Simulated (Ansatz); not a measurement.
Base system: ZnS in the wurtzite structure (space group P6_3mc, No. 186; a = 3.8451 Å, c = 6.3057 Å). Axes: x lies along a and z along c of the hexagonal cell.

Level of theory: DFT with PBE, PAW potentials and a 420 eV plane-wave cutoff in Ansatz (a program for electronic structure), no spin-orbit coupling, earlier PAW set.

Base values:

| Quantity | Result |
|---|---|
| Valence-band top at Γ | 0.00, 0.00, -0.07 eV |
| Band gap | 2.07 eV |

Modification: the cell is stretched by 3.61 % along z with no lateral relaxation; the atoms relax in the strained cell.

### Question
Estimate the effect on the largest internal atomic displacement, valence-band top at Γ, band gap, stress and energy relative to the base.

### Answer
The largest internal atomic displacement is 0.015 Å; the valence-band top at Γ (three highest levels, from the VBM) changes from 0.00, 0.00, -0.07 eV to 0.00, 0.00, -0.24 eV; the band gap falls by 0.26 eV, from 2.07 eV to 1.81 eV; the stress (xx, yy, zz, yz, xz, xy; compression positive) is (-1.17, -1.17, -4.53, 0.00, 0.00, 0.00) GPa; the energy goes up by 11 meV/atom.

Stability against distortions was not tested.
